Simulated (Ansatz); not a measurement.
The reference is NbAs in the CsCl type structure (space group Pm-3m, No. 221; a = 3.218 Å; a hypothetical phase, not in the database extracts checked; relaxed with 0.1 eV smearing). Axes: x, y, z lie along the cube axes.

All numbers come from PBE (Ansatz, an electronic-structure program; PAW; 420 eV plane waves; no SOC).

Modification: tensor shear ε_yz = +3.91 % (engineering shear γ = 0.0782), atoms relaxed at fixed cell.

Problem. Predict the stress tensor and what it implies for the stiffness.

Solution. Stress of the strained cell less that of the base (GPa, compression positive):
```
    1.5     0.0     0.0
    0.0     1.1    -8.0
    0.0    -8.0     1.1
```

Then −Δσ/γ with γ = 2ε = 0.0782 gives secant stiffness values (nonlinear terms included at this strain): C44 ≈ 102 GPa.

As a check, the harmonic strain energy −½ V₀ Δσ:ε is 32 meV/atom; the computed energy rise is 33 meV/atom.

Whether these cells are dynamically stable was not tested. All final runs are without spin polarisation.
